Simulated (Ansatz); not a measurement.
Model: Si(111) 1x1 surface, 6 top atoms, 3 bilayers, bottom bilayer H-capped and fixed, every top atom capped by H; cell 11.5 x 6.6 Å; two neighbouring H replaced by OH; about 7 Å thick over the host's atoms, 18 atoms held. Method: PBE-D3(BJ) (plane waves to 420 eV, PAW; Ansatz, a quantum-chemistry and plane-wave program). Sampling: 1x2x1 k points. The slab states were run without spin polarisation. Slab thickness, cell and mesh are as stated and are not converged limits. Energies are static: no zero-point or thermal part. Each state was relaxed from one prepared geometry.

One H2O a cell is brought to the surface left by an earlier step (BH3 exchanges a ligand with a surface O-H group and H2 forms), after H2 has left. Relaxed result near the molecule:

| atom | x (Å) | y (Å) | z (Å) |
|---|---|---|---|
| Si(15) | 3.839 | 6.650 | 9.410 |
| Si(16) | 5.669 | 3.346 | 9.513 |
| H(29) | 3.843 | 6.618 | 10.929 |
| Si(33) | 7.645 | 4.439 | 8.834 |
| H(44) | 7.649 | 6.746 | 11.026 |
| H(45) | 9.601 | 3.310 | 11.057 |
| O(46) | 5.320 | 3.312 | 11.148 |
| H(49) | 3.128 | 3.239 | 11.402 |
| B(a0) | 6.083 | 3.857 | 12.239 |
| H(a2) | 5.987 | 3.229 | 13.273 |
| H(a3) | 7.178 | 4.286 | 11.943 |
| O(b0) | 5.262 | 5.301 | 12.711 |
| H(b1) | 4.484 | 5.057 | 13.243 |
| H(b2) | 4.905 | 5.804 | 11.938 |

Question: What is the adsorption energy against the free H2O and the slab before, and how much of it is dispersion?

Answer: -0.44 eV (negative: bound); the D3 term gives -0.15 eV of it. Its closest contacts to the rest of the cell: H(b2)...H(29) 1.68 Å, O(b0)...B(a0) 1.73 Å, H(b1)...B(a0) 2.24 Å.

Here BH3 is the monomer.
